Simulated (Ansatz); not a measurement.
Density of states of BP (F-43m) above the conduction band minimum, PBEsol, rigid bands run with Ansatz (a first-principles code); cell volume 23.1 Å³.

```
energy from edge (eV)  10⁻³ states/eV/cell
---------------------  -------------------
0.006                                 19.5
0.031                                 44.1
0.056                                 61.7
0.081                                 78.5
0.106                                 95.6
0.131                                  104
0.156                                  113
0.181                                  123
0.206                                  132
0.231                                  143
0.256                                  154
0.281                                  165
0.319                                  179
0.344                                  189
0.369                                  198
0.394                                  207
0.419                                  223
0.444                                  235
0.469                                  245
0.494                                  256
0.519                                  266
0.544                                  273
0.569                                  283
0.594                                  293
```

**Question.** What effective density of states at 300 K does this give (∫ g(E) exp(−E/k_BT) dE, both spins, divided by the cell's size)?

**Answer.** 4.1e19 cm⁻³, a density-of-states mass of 1.40 mₑ, valleys and band degeneracy included.

Spin-orbit coupling is left out. Geometry: cell and atoms relaxed with PBEsol.
